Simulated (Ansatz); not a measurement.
Input:

```yaml
crystal:
  lattice:
    - [4.13321, 0.00000, 0.00000]
    - [2.06661, 6.17344, 0.01009]
    - [0.00000, -1.19439, 5.65665]
  atoms:
    - { symbol: Bi, position: [0.84488, 0.31024, 0.32602] }
    - { symbol: Bi, position: [0.15512, 0.68976, 0.67398] }
    - { symbol: Bi, position: [0.43019, 0.13963, 0.79251] }
    - { symbol: Bi, position: [0.56981, 0.86037, 0.20749] }
    - { symbol: Pd, position: [0.77510, 0.44980, 0.83267] }
    - { symbol: Pd, position: [0.22490, 0.55020, 0.16733] }
```

No spin polarisation.

All numbers come from PBEsol (Ansatz, a program for electronic structure), scalar-relativistic without spin-orbit coupling. k-mesh 12×12×9 (Γ-centred); smearing 0.05 eV (Fermi–Dirac).

What is the computed band gap?

Zero.

Estimate the space group.

C2/m (No. 12).

What is the computed pressure (mean of the normal stresses, compression positive)?

2.1 GPa.

The cells carry an imposed strain or load. No phonon test of stability was made. All final runs are without spin polarisation. The cell was made from Bi$_{2}$Pd (space group C2/m, No. 12) by this change: biaxial strain −2.79 %, plane normal [001], relaxed out of plane.
